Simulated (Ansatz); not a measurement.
```yaml
crystal:
  lattice:
    - [2.97526, 0.00000, 0.00000]
    - [-1.48763, 2.57665, 0.00000]
    - [0.00000, 0.00000, 11.55831]
  atoms:
    - { symbol: K, position: [0.33333, 0.66667, 0.27638] }
    - { symbol: K, position: [0.66667, 0.33333, 0.77638] }
    - { symbol: Si, position: [0.00000, 0.00000, 0.02241] }
    - { symbol: Si, position: [0.00000, 0.00000, 0.52241] }
    - { symbol: N, position: [0.33333, 0.66667, 0.59202] }
    - { symbol: N, position: [0.66667, 0.33333, 0.09202] }
```

Relaxed-ion tensors in this frame from Ansatz (a quantum-chemistry and plane-wave program), PBEsol functional, plane-wave PAW. Proper piezoelectric stress tensor e (C/m²):

```
 0.00   0.00   0.00   0.00  -0.24   0.00
 0.00   0.00   0.00  -0.24   0.00   0.00
-0.03  -0.03  -0.11   0.00   0.00   0.00
```

Stiffness C (GPa):

```
 205  46.3  17.8   0.0   0.0   0.0
46.3   205  17.8   0.0   0.0   0.0
17.8  17.8   192   0.0   0.0   0.0
 0.0   0.0   0.0  43.8   0.0   0.0
 0.0   0.0   0.0   0.0  43.8   0.0
 0.0   0.0   0.0   0.0   0.0  79.1
```

The cell was generated from a structure type, relaxed within its symmetry, and need not be the phase found at ambient conditions.

Problem. Obtain the piezoelectric strain tensor d.

Solution. d = e S with S = C⁻¹, in pC/N:

```
 0.0   0.0   0.0   0.0  -5.5   0.0
 0.0   0.0   0.0  -5.5   0.0   0.0
-0.1  -0.1  -0.6   0.0   0.0   0.0
```
Away from Γ the polar cell without biaxial strain shows no imaginary mode on a 2×2×2 mesh.
